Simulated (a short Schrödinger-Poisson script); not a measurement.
Structure: MOS inversion layer, Al2O3 on p-type Si(100), at 300 K.

```tsv
layer	material	thickness (nm)	Na (cm⁻³)
1	Al2O3	2.4	-
2	Si	220	3.7e18
```

The device is made up for the run: typed textbook-type constants, with dimensions and the other settings drawn at random. Al2O3: permittivity 9, conduction-band edge (eV) 2.7, gap (eV) 6.8, electron mass (mₑ) 0.3. Si: permittivity 11.7, conduction-band edge (eV) 0, gap (eV) 1.124, Nv at 300 K (cm⁻³) 3.1e19.

Channel valleys (confinement mass, in-plane density-of-states mass, number): Δ2 0.916, 0.19, 2; Δ4 0.19, 0.417, 4. At the gate the conduction-band edge of layer 1 lies 2.79 eV − eVg above the Fermi level of the channel; the field vanishes at the back. Gaps are held at their typed values at every temperature. Mesh 0.03 nm at interfaces.

Solved with a short Schrödinger-Poisson script written for these runs: 1D Poisson equation in equilibrium, electrons classical, Fermi-Dirac, parabolic valleys, classical holes, full ionisation, no traps, pinning or gate leakage.

The same stack at other levels of the model or other numerical settings:

| run | sheet density of all electrons at Vg = 1.15 V (cm⁻²) | sheet density of all electrons at Vg = 0.55 V (cm⁻²) | capacitance at Vg = 1.15 V (μF/cm²) | centroid of the channel electrons at Vg = 1.15 V (nm) | rough cost against the base |
|---|---|---|---|---|---|
| base | 1.12e13 | 1.57e12 | 2.79 | 0.34 | about 1 |
| electrons treated as classical, Boltzmann | 1.27e13 | 1.75e12 | 3.11 | 0.18 | 0.1 |
| electrons treated as quantum, Hartree | 7.55e12 | 1.28e11 | 2.41 | 1.04 | 5 |
| mesh six times as coarse | 1.08e13 | 1.42e12 | 2.72 | 0.42 | 0.3 |

The classical rows ignore confinement, and Boltzmann statistics overrate the density once the band edge passes the Fermi level.
